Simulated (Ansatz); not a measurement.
By PBEsol, the system below comes out a metal.

Here is the system:

```xyz
2
Lattice="3.5181 0.0000 0.0000 0.0000 5.4461 0.0000 1.7590 0.0000 3.0467" Properties=species:S:1:pos:R:3 pbc="T T T"
Lu     1.7590     4.0846     1.0156
Lu     3.5181     1.3615     2.0311
```

Space group of this cell: P6_3/mmc, hcp (Mg type). The cell is taken as given; by PBEsol its mean pressure is -2.7 GPa.

The current flows along the normal of the first two printed cell vectors, the (100) plane of the conventional cell. No spin-orbit coupling; the value is a mean over 0.1 eV about the Fermi level.

Give the ballistic conductance per area that PBEsol (Ansatz, a program for electronic structure) yields.

0.60 × 10¹⁵ S/m² for both spins.
